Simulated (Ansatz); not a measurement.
# TaSi2, pressure series

Base system: TaSi₂ (space group P6_222, No. 180).

```
CELL_PARAMETERS angstrom
      4.77602     0.00000     0.00000
     -2.38801     4.13616     0.00000
      0.00000     0.00000     6.56279
ATOMIC_POSITIONS crystal
  Ta 0.50000 0.00000 0.00000
  Ta 0.50000 0.50000 0.33333
  Ta 0.00000 0.50000 0.66667
  Si 0.15841 0.31683 0.00000
  Si 0.84159 0.15841 0.33333
  Si 0.68317 0.84159 0.66667
  Si 0.84159 0.68317 0.00000
  Si 0.15841 0.84159 0.33333
  Si 0.31683 0.15841 0.66667
```

Cell and atoms are relaxed at each pressure.

Computed with plane-wave PAW DFT at the r2SCAN level (Ansatz, a first-principles code, 500 eV), no SOC.

Notes on the quantities. enthalpy: H = E + PV relative to the base's energy.

```csv
variant,enthalpy,volume per atom
base,–,14.40 Å³
pressure −2 GPa,-0.18 eV/atom,14.56 Å³
pressure −1 GPa,-0.09 eV/atom,14.48 Å³
pressure 0.3 GPa,+0.03 eV/atom,___
pressure 0.7 GPa,+0.06 eV/atom,14.35 Å³
pressure 1.5 GPa,+0.13 eV/atom,14.30 Å³
pressure 3 GPa,+0.27 eV/atom,14.19 Å³
pressure 5 GPa,+0.44 eV/atom,14.06 Å³
pressure 7.5 GPa,+0.66 eV/atom,13.90 Å³
pressure 10 GPa,+0.88 eV/atom,13.75 Å³
```

**Question.** Fill in the withheld entries from the trend.

**Answer.** 
- pressure 0.3 GPa, volume per atom: 14.38 Å³

Load acts through the strain it causes; cell and atoms are relaxed under it. No phonon test of stability was made. Competing high-pressure phases were not computed. The final runs are not spin-polarised. An odd electron count without spin: TaSi2.
